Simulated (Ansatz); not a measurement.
For HfO₂ (model structure, started from the 3R-MoS2 type, R3m, No. 160, 3 atoms in the cell), PBEsol (PAW; Ansatz, an electronic-structure program) gives:

| Property | Result |
|---|---|
| equilibrium lattice constant a | 3.087 Å |
| lattice parameter c | 15.374 Å |
| bulk modulus B0 | 8.18 GPa |
| cohesive energy | 7.37 eV/atom |
| band gap | 1.61 eV |

Problem. What does r²SCAN (Ansatz, plane waves, PAW) give for the same quantities?

Solution. 
- lattice constant a: 3.100 Å (grows by 0.4 %)
- lattice parameter c: 14.843 Å (decreases by 3.5 %)
- bulk modulus: 22.6 GPa (goes up by 180 %)
- cohesive energy: 6.94 eV/atom (falls by 0.43 eV/atom)
- band gap: 1.96 eV (goes up by 0.35 eV)

Changes are worked out from the printed values.

Unless a cell is named, each level is at its own relaxed cell (PBEsol 14.09, r²SCAN 13.73 Å³/atom).

Levels without +SOC leave out spin–orbit coupling, which shifts energies and cells of such heavy elements.

Spin–orbit coupling is included only where a level's name says +SOC; with heavier elements it mostly lowers gaps and can invert bands. Density-functional gaps are differences of (generalised) Kohn–Sham levels.

Caveats: the bulk modulus is −V dP/dV from two relaxed cells at ±2 % in volume (PBEsol, r²SCAN). Ansatz's density-functional and Hartree–Fock values are scalar-relativistic unless marked +SOC, with PAW data made under PBE.

A model structure was made by putting elements into a prototype or built by hand; it is no filed structure, need not be a known phase, and can be a saddle point held by its symmetry.
